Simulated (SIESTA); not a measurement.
**SIESTA run on SiO2 (P4_2/mnm, 6 atoms in the cell): self-consistent single point**

Computed with GGA PBE, numerical atomic orbitals DZP, PseudoDojo PBE standard norm-conserving potentials (rewritten from UPF to PSML) (SIESTA 5.4.2).

Input as run:

```
# files in the folder: Si.psml O.psml (PseudoDojo PBE standard)
SystemName  SiO2
SystemLabel SiO2

NumberOfAtoms                6
NumberOfSpecies              2
%block ChemicalSpeciesLabel
  1 14 Si
  2 8 O
%endblock ChemicalSpeciesLabel
LatticeConstant              1.0 Ang
%block LatticeVectors
     4.222218000    0.000000000    0.000000000
     0.000000000    4.222218000    0.000000000
     0.000000000    0.000000000    2.696967000
%endblock LatticeVectors
AtomicCoordinatesFormat      Ang
%block AtomicCoordinatesAndAtomicSpecies
     0.000000000    0.000000000    0.000000000  1
     2.111109000    2.111109000    1.348483500  1
     1.291998708    1.291998708    0.000000000  2
     3.403107708    0.819110292    1.348483500  2
     0.819110292    3.403107708    1.348483500  2
     2.930219292    2.930219292    0.000000000  2
%endblock AtomicCoordinatesAndAtomicSpecies

XC.functional                GGA
XC.authors                   PBE
PAO.BasisSize                DZP
PAO.EnergyShift              0.01 Ry
MeshCutoff                   300 Ry
%block kgrid.MonkhorstPack
    5   0   0  0.0
    0   5   0  0.0
    0   0   8  0.0
%endblock kgrid.MonkhorstPack
OccupationFunction           FD
ElectronicTemperature        580.23 K

MaxSCFIterations             150
SCF.Mixer.Method             Pulay
SCF.Mixer.Weight             0.25
SCF.Mixer.History            8
SCF.DM.Tolerance             1.0E-04
Diag.ParallelOverK           true
WriteForces                  true
```

The program printed (abridged):

```
reinit: Reading from file input.fdf

reinit: System Name: SiO2
reinit: System Label: SiO2

coor:   Atomic-coordinates input format  =     Cartesian coordinates
coor:                                          (in Angstroms)

siesta: Atomic coordinates (Bohr) and species
siesta:      0.00000   0.00000   0.00000  1        1
siesta:      3.98942   3.98942   2.54826  1        2
siesta:      2.44152   2.44152   0.00000  2        3
siesta:      6.43094   1.54789   2.54826  2        4
siesta:      1.54789   6.43094   2.54826  2        5
siesta:      5.53731   5.53731   0.00000  2        6

siesta: System type = bulk

initatomlists: Number of atoms, orbitals, and projectors:      6    78    88

siesta: ******************** Simulation parameters ****************************
redata: Spin configuration                          = none
redata: Time-Reversal Symmetry                      = T
redata: Number of Atomic Species                    =        2
redata: Mesh Cutoff                                 =   300.0000 Ry
redata: Net charge of the system                    =     0.0000 |e|
redata: Min. number of SCF Iter                     =        0
redata: Max. number of SCF Iter                     =      150
redata: SCF convergence failure will abort job
redata: SCF mix quantity                            = Hamiltonian
redata: Mix DM or H after convergence               =   F
redata: Recompute H after scf cycle                 =   F
redata: Mix DM in first SCF step                    =   T
redata: No kicks to SCF
redata: DM Mixing Weight for Kicks                  =     0.5000
redata: Require Harris convergence for SCF          =   F
redata: Harris energy tolerance for SCF             =     0.000100 eV
redata: Require DM convergence for SCF              =   T
redata: DM tolerance for SCF                        =     0.000100
redata: Require EDM convergence for SCF             =   F
redata: EDM tolerance for SCF                       =     0.001000 eV
redata: Require H convergence for SCF               =   T
redata: Hamiltonian tolerance for SCF               =     0.001000 eV
redata: Require (free) Energy convergence for SCF   =   F
redata: (free) Energy tolerance for SCF             =     0.000100 eV
redata: Using DFT-D3 dispersion                     =   F
redata: Using Saved Data (generic)                  =   F
redata: Method of Calculation                       = Diagonalization
redata: Electronic Temperature                      =   580.2300 K
redata: Number of TDED substeps                     =        3
redata: Dynamics option                             = Single-point calculation
redata: Save all siesta data in one NC              =   F
redata: ***********************************************************************

%block SCF.Mixers
  Pulay
%endblock SCF.Mixers

%block SCF.Mixer.Pulay
  # Mixing method
  method pulay
  variant stable

  # Mixing options
  weight 0.2500
  weight.linear 0.2500
  history 8
%endblock SCF.Mixer.Pulay

DM_history_depth set to one: no extrapolation allowed by default for geometry relaxation
Size of DM history Fstack: 1
Total number of electrons:    32.000000
Total ionic charge:    32.000000

* ProcessorY, Blocksize:    1  64

* Orbital distribution balance (max,min):    78    78

k-point displ. along   3 input, could be:     0.00    0.50
 Kpoints in:          120 . Kpoints trimmed:          103

siesta: k-grid: Number of k-points = 103
siesta: k-points from Monkhorst-Pack grid
siesta: k-cutoff (effective) =    10.556 Ang
siesta: k-point supercell and displacements
siesta: k-grid:     5     0     0      0.000
siesta: k-grid:     0     5     0      0.000
siesta: k-grid:     0     0     8      0.000

diag: Algorithm                                     = D&C
diag: Parallel over k                               =   F
diag: Use parallel 2D distribution                  =   F
diag: Parallel block-size                           = 64
diag: Parallel distribution                         =     1 x     1
diag: Used triangular part                          = Lower
diag: Absolute tolerance                            =  0.100E-15
diag: Orthogonalization factor                      =  0.100E-05
diag: Memory factor                                 =  1.0000

superc: Internal auxiliary supercell:     5 x     5 x     7  =     175
superc: Number of atoms, orbitals, and projectors:   1050  13650  15400

                        Single-point calculation

superc: Internal auxiliary supercell:     5 x     5 x     7  =     175
superc: Number of atoms, orbitals, and projectors:   1050  13650  15400

outcell: Unit cell vectors (Ang):
        4.222218    0.000000    0.000000
        0.000000    4.222218    0.000000
        0.000000    0.000000    2.696967

outcell: Cell vector modules (Ang)   :    4.222218    4.222218    2.696967
outcell: Cell angles (23,13,12) (deg):     90.0000     90.0000     90.0000
outcell: Cell volume (Ang**3)        :     48.0792
new_DM -- step:     1
Initializing Density Matrix...

Attempting to read DM from file... Failed...
DM filled with atomic data:

InitMesh: MESH = 48 x 48 x 30 = 69120
InitMesh: Mesh cutoff (required, used) =   300.000   341.974 Ry

stepf: Fermi-Dirac step function

        iscf     Eharris(eV)        E_KS(eV)     FreeEng(eV)     dDmax    Ef(eV) dHmax(eV)
   scf:    1    -2014.333172    -2032.316183    -2032.316183  1.759629 -4.714970  4.606643
   scf:    2    -2036.262451    -2034.560903    -2034.560903  0.083274 -4.213002  1.822524
   scf:    3    -2035.228798    -2035.027523    -2035.027523  0.075552 -3.905625  0.164543
   scf:    4    -2035.039291    -2035.033888    -2035.033888  0.025911 -3.947248  0.046709
   scf:    5    -2035.033701    -2035.034089    -2035.034089  0.007597 -3.935524  0.033019
   scf:    6    -2035.034473    -2035.034316    -2035.034316  0.001523 -3.934808  0.009357
   scf:    7    -2035.034350    -2035.034337    -2035.034337  0.000510 -3.933939  0.001467
   scf:    8    -2035.034338    -2035.034338    -2035.034338  0.000134 -3.933976  0.000286
   scf:    9    -2035.034338    -2035.034338    -2035.034338  0.000024 -3.933922  0.000020

SCF Convergence by DM+H criterion
max |DM_out - DM_in|         :     0.0000240823
max |H_out - H_in|      (eV) :     0.0000204266
SCF cycle converged after 9 iterations

Using DM_out to compute the final energy and forces

siesta: E_KS(eV) =            -2035.0343

siesta: E_KS - E_eggbox =     -2035.0343

siesta: Atomic forces (eV/Ang):
     1    0.000000   -0.000000    0.000000
     2    0.000000    0.000000    0.000000
     3    0.045340    0.045340   -0.000000
     4    0.045340   -0.045340   -0.000000
     5   -0.045340    0.045340   -0.000000
     6   -0.045340   -0.045340   -0.000000
   Tot    0.000000   -0.000000    0.000000
   Max    0.045340
   Res    0.030227    sqrt( Sum f_i^2 / 3N )
   Max    0.045340    constrained

Stress tensor Voigt[x,y,z,yz,xz,xy] (kbar):      -30.06      -30.06      -56.03        0.00       -0.00        0.00
(Free)E + p*V (eV/cell)    -2033.8724
Target enthalpy (eV/cell)    -2035.0343

siesta: Program's energy decomposition (eV):
siesta: Ebs     =      -463.373213
siesta: Eions   =      3010.594913
siesta: Ena     =       460.131472
siesta: Ekin    =      1339.857153
siesta: Enl     =      -271.407203
siesta: Eso     =         0.000000
siesta: Edftu   =         0.000000
siesta: DEna    =        -2.778245
siesta: DUscf   =         1.875586
siesta: DUext   =         0.000000
siesta: Ex      =      -511.862408
siesta: Ec      =       -40.255780
siesta: Exc     =      -552.118188
siesta: Eharris =     -2035.034338
siesta: Etot    =     -2035.034338
siesta: FreeEng =     -2035.034338

siesta: Atomic forces (eV/Ang):
siesta:      1    0.000000   -0.000000    0.000000
siesta:      2    0.000000    0.000000    0.000000
siesta:      3    0.045340    0.045340   -0.000000
siesta:      4    0.045340   -0.045340   -0.000000
siesta:      5   -0.045340    0.045340   -0.000000
siesta:      6   -0.045340   -0.045340   -0.000000
siesta: ----------------------------------------
siesta:    Tot    0.000000   -0.000000    0.000000

siesta: Stress tensor (static) (eV/Ang**3):
siesta:    -0.018762    0.000000   -0.000000
siesta:     0.000000   -0.018762    0.000000
siesta:    -0.000000    0.000000   -0.034974

siesta: Cell volume =         48.079167 Ang**3

siesta: Pressure (static):
siesta:                Solid            Molecule  Units
siesta:           0.00026320          0.00025673  Ry/Bohr**3
siesta:           0.02416620          0.02357161  eV/Ang**3
siesta:          38.71852561         37.76587547  kBar
```

The run converged in 9 iterations.

The starting cell has typed, rounded lattice constants, without a prior relaxation at this level. Its lattice was rescaled by a random factor within 2.5 % of one. Values carry the incompleteness of an atom-centred basis. With a pressure of about 4 GPa the cell is away from its equilibrium volume at this level.

Cost on one core of a shared machine: roughly 50 s.
